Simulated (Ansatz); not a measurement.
Take Hf$_{3}$N$_{4}$ (space group I-43d, No. 220; a = 6.734 Å) as the base.

(Cell as relaxed with PBE.)

Levels (all Ansatz, a program for electronic structure, PAW): PBE (420 eV, scalar-relativistic without spin-orbit coupling); PBEsol (420 eV, no SOC).

Each level relaxes its own structure.

| base | PBE | PBEsol |
|---|---|---|
| volume per atom | 10.91 Å³ | 10.51 Å³ |
| lattice parameter a | 6.734 Å | 6.651 Å |
| band gap | 1.04 eV | 1.02 eV |

It is then changed as follows: hydrostatic tension (pressure −2 GPa).

| quantity | PBE | PBEsol |
|---|---|---|
| shift of the gap caused by the change | -0.01 eV | ___ |
| volume per atom | 11.02 Å³ | ___ |
| band gap | 1.03 eV | ___ |

Q: Predict the PBEsol column.

A: 
- shift of the gap caused by the change, PBEsol: -0.02 eV
- volume per atom, PBEsol: 10.59 Å³
- band gap, PBEsol: 1.00 eV

PBE's volume per atom lies 0.424 Å³ above PBEsol's (4.0 %); PBE's band gap lies 0.03 eV above PBEsol's. Neither level is exact; PBEsol is the comparison here, not a measurement.

With Hf present, leaving out spin-orbit coupling can change the band edges. Load acts through the strain it causes; cell and atoms are relaxed under it. No phonon test of stability was made.
